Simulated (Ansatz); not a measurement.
Consider Cs2AgBiBr6 (space group Fm-3m, No. 225; a = 11.1874 Å). Axes: x, y, z lie along the cube axes.

Computed with PBEsol (Ansatz, a first-principles code), no spin-orbit coupling.

Before the change:

| Item | Result |
|---|---|
| Electron mass | 0.36 mₑ along k, 0.25 mₑ across (at L) |
| Hole mass | 0.17 mₑ along k, 0.69 mₑ across (at X) |

The change: a pure shear with ε_xy = ε_yx = 0.0040, atoms relaxed at fixed cell.

**Question.** What does the calculation give for the stress, electron mass and hole mass after the change?

**Answer.** The stress (xx, yy, zz, yz, xz, xy; compression positive) amounts to (0.00, 0.00, 0.00, 0.00, 0.00, -0.06) GPa; the electron mass stays 0.36 mₑ along k, 0.25 mₑ across (at L); the hole mass is still 0.17 mₑ along k, 0.69 mₑ across (at X).

Spin-orbit coupling, missing from the scalar runs, can matter with Bi. The levels and masses belong to the bands next to the band gap. The cells carry an imposed strain or load. Effective masses come from finite differences of ±0.01 Å⁻¹. Along k means along the line from Γ to the band edge. No phonon test of stability was made.
